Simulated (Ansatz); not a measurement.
YN: pressure series

Start from YN in the rock salt structure (space group Fm-3m, No. 225; a = 4.896 Å).

Cell and atoms are relaxed at each pressure.

Method: plane-wave PAW DFT at the r2SCAN level (Ansatz, a first-principles code, 500 eV), scalar-relativistic without spin-orbit coupling.

Candidates:
(a) pressure 15 GPa
(b) pressure 30 GPa
(c) pressure 100 GPa
(d) pressure 3 GPa

Before the change:

Band gap: 0.58 eV

Q: Order them by band gap, highest first.

A: (d) pressure 3 GPa (0.55 eV), (a) pressure 15 GPa (0.44 eV), (b) pressure 30 GPa (0.31 eV), (c) pressure 100 GPa (zero)

A case with no gap was solved on a k-mesh chosen for an insulator, which is coarse for it. Load acts through the strain it causes; cell and atoms are relaxed under it. Stability against distortions was not tested. Competing high-pressure phases were not computed. The final runs are not spin-polarised. A zero or small gap of YN under pressure 100 GPa can be the functional's error rather than a property of the material.
